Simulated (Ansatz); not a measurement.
The reference is Zr in the hcp (Mg type) structure (space group P6_3/mmc, No. 194; a = 3.230 Å, c = 5.179 Å; relaxed with 0.1 eV smearing).

The values are results of DFT with PBE, PAW potentials and a 420 eV plane-wave cutoff in Ansatz (an electronic-structure program), spin-orbit coupling left out, not measurements.

Strains are applied to the cell and any free atomic positions relax.

One change was made to it. Results:

The pressure (mean of the normal stresses, compression positive) goes from zero to -7.1 GPa; the energy increases by 52 meV/atom.

Q: Name the change that was made.
A. isotropic strain −2.50 %
B. isotropic strain +1.00 %
C. isotropic strain +3.00 %

A: C, isotropic strain +3.00 %. For comparison, the energy relative to the base in the other runs: isotropic strain −2.50 % gives +41 meV/atom; isotropic strain +1.00 % gives +6.0 meV/atom.

No phonon test of stability was made. The final runs are not spin-polarised.
